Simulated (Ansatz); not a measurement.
**Cs2AgBiBr6, pressure series**

Take Cs$_{2}$AgBiBr$_{6}$ (space group Fm-3m, No. 225; a = 11.343 Å) as the base.

Cell and atoms are relaxed at each pressure.

Method: plane-wave PAW DFT at the r2SCAN level (Ansatz, an electronic-structure program, 500 eV), no SOC.

Task: Only one of these has no band gap. Which?
A) pressure −1 GPa
B) pressure 18 GPa
C) pressure 60 GPa

Result: C, pressure 60 GPa. Computed: pressure 18 GPa: 0.95 eV; pressure 60 GPa: zero; pressure −1 GPa: 1.76 eV

The mesh was chosen for an insulator and is coarse for the gapless case. Spin-orbit coupling, missing from the scalar runs, can matter with Bi. Load acts through the strain it causes; cell and atoms are relaxed under it. Stability against distortions was not tested. No other phases were tried under pressure. No Hubbard U is applied, and correlation can decide whether such a compound is a metal. All final runs are without spin polarisation. A zero or small gap of Cs2AgBiBr6 under pressure 60 GPa can be the functional's error rather than a property of the material.
